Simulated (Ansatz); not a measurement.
Coverage and cell size: S on the 1x1 (0001) surface of hcp Ru, one adsorbate a cell, in each cell the lowest of the starts that converged. Energies against ⅛ S8(g), without dispersion, zero-point or thermal terms; small cells hold the layer to their symmetry. A negative adsorption energy means that the adsorbate is more stable on the surface than in its reference.

All values below come from PBE (plane waves to 420 eV, PAW; Ansatz, a first-principles code).

| area an adsorbate, end state | atoms | E_ads (eV) | height (Å) | Δ work function (eV) | rough cost |
|---|---|---|---|---|---|
| 6 Å², bonded to 3 Ru | 5 | ? | 1.72 | -0.59 | around 50 core-seconds (rough) |
| 13 Å², bonded to 3 Ru | 9 | -2.04 | 1.69 | -0.08 | about 4 core-minutes (a rough figure) |
| 26 Å², bonded to 3 Ru | 17 | -2.67 | 1.65 | ? | around 5 core-minutes (rough) |

Problem. What belongs in the gaps?

Solution. 
- 6 Å², bonded to 3 Ru, E_ads (eV): -0.79
- 26 Å², bonded to 3 Ru, Δ work function (eV): 0.11
